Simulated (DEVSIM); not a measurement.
Device: Schottky contact on n-type GaSb, at 300 K.

| layer (left to right) | material | thickness (μm) | Nd (cm⁻³) | τn (s) | τp (s) |
|---|---|---|---|---|---|
| 1 | GaSb | 0.520 | 2.5e15 | 6.2e-10 | 6.2e-10 |

Left contact: Schottky, work function 4.51 eV, emission velocity 3.8e6 cm/s. Right contact: ohmic. Voltage is applied to the left contact. Recombination: SRH at mid-gap, Auger. Mobility is μmin + (μ − μmin)/(1 + (N/Nref)^α).

The device is made up for the run: typed textbook-type constants, with dimensions and the other settings drawn at random. Values at 300 K; Nc and Nv go as T^1.5, mobilities as T to minus their exponent, the gap by Varshni's rule with the affinity fixed.

```csv
parameter,GaSb
gap (eV),0.726
affinity (eV),4.06
permittivity,15.7
Nc (cm⁻³),2.1e17
Nv (cm⁻³),1.8e19
μn (cm²/Vs),5000
μp (cm²/Vs),850
"μn,min",1000
"μp,min",190
"Nref,n",2.8e17
"Nref,p",9e17
αn,1.05
αp,0.65
T exponent of μn,2
T exponent of μp,1.7
Cn (cm⁶/s),5e-30
Cp (cm⁶/s),5e-30
Varshni α (eV/K),0.00042
Varshni β (K),140
```

Model (solved in DEVSIM): 1D drift-diffusion, Boltzmann statistics, complete ionisation; no tunnelling, impact ionisation, image-force lowering or self-heating. Metal contacts follow the ideal Schottky-Mott rule: no Fermi-level pinning, no interface dipoles.

The temperature was swept, all else fixed.

| temperature (K) | potential step across the device at zero bias (V) | largest field in the device at zero bias (V/cm) |
|---|---|---|
| 250 | 0.360 | 14000 |
| 300 | 0.335 | 14000 |
| 350 | 0.309 | 14000 |
| 400 | 0.283 | 19000 |
| 450 | 0.257 | ___ |
| 500 | 0.245 | 61000 |

Q: What belongs in the gaps?

A: 
- 450, largest field in the device at zero bias (V/cm): 34000
